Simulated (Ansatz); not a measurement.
Base system: MoS2 in the 3R-MoS2 type structure (space group R3m, No. 160; layered, stacked along the Cartesian z axis).

```yaml
crystal:
  lattice:
    - [1.55787, 0.89944, 5.78587]
    - [-1.55787, 0.89944, 5.78587]
    - [0.00000, -1.79888, 5.78587]
  atoms:
    - { symbol: Mo, position: [0.00004, 0.00004, 0.00004] }
    - { symbol: S, position: [0.75646, 0.75646, 0.75646] }
    - { symbol: S, position: [0.57680, 0.57680, 0.57680] }
```

Cartesian axes are those of the cell as printed.

All numbers come from Kohn–Sham DFT with the PBEsol-D3(BJ) functional, run in Ansatz (a first-principles code) with PAW and 420 eV plane waves, spin-orbit coupling left out, earlier PAW set.

Strains are applied to the cell and any free atomic positions relax.

One change was made to it. Results:

| quantity | base | after |
|---|---|---|
| energy relative to the base (free energy F) | 0 meV/atom | +71 meV/atom |
| hole mass | 1.1 mₑ along k, 0.46 mₑ across (at T) | 1.2 mₑ along k, 0.49 mₑ across (at T) |
| gap character | indirect, T → Γ–S₀ (56 % along) | indirect, T → k = (0.167, -1/2, -0.167) in the run's primitive reciprocal basis |
| smallest direct gap | 1.87 eV | 1.42 eV |

Task: Which of these changes matches the shifts?
A. uniaxial strain ε_zz = +5.87 %
B. isotropic strain +4.45 %
C. uniaxial strain ε_yy = +5.69 %
D. uniaxial strain ε_zz = −0.23 %

Result: B, isotropic strain +4.45 %. For comparison, the energy relative to the base in the other runs: uniaxial strain ε_zz = −0.23 % gives 0.0 meV/atom; uniaxial strain ε_zz = +5.87 % gives +11 meV/atom; uniaxial strain ε_yy = +5.69 % gives +38 meV/atom.

Effective masses come from finite differences of ±0.01 Å⁻¹. Along k means along the line from Γ to the band edge. Whether these cells are dynamically stable was not tested. Labels are those of the standard path for the cell's own space group.
